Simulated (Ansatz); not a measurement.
Results of r²SCAN (plane waves, PAW; Ansatz, an electronic-structure program) for GaN (model structure, started from the GeS type, Fm-3m, No. 225, 8 atoms in the cell; like a known high-pressure phase).

Numerical settings: plane-wave cutoff 560 eV, 8×20×16 k mesh (along the axes of the cell as run), Fermi–Dirac smearing 0.05 eV, scalar-relativistic PAW data made under PBE.

Cell (relaxed at this level):

```xyz
8
Lattice="8.4338 0.0000 0.0000 0.0000 2.9818 0.0000 0.0000 0.0000 2.9818" Properties=species:S:1:pos:R:3 pbc="T T T"
Ga     1.0542     0.7455     0.7455
Ga     3.1627     2.2364     2.2364
Ga     7.3796     2.2364     2.2364
Ga     5.2712     0.7455     0.7455
N      7.3796     0.7455     0.7455
N      5.2712     2.2364    -0.7455
N      1.0542     2.2364     2.2364
N      3.1627     0.7455     3.7273
```

Problem. Predict the band gap.

Solution. 
* **band gap**: 1.16 eV (on the SCF k mesh)

Spin–orbit coupling is not included.

Static lattice: no zero-point or thermal effects.

Cost on a shared machine: roughly 50 core-minutes.

A model structure was made by putting elements into a prototype or built by hand; it is no filed structure, need not be a known phase, and can be a saddle point held by its symmetry.
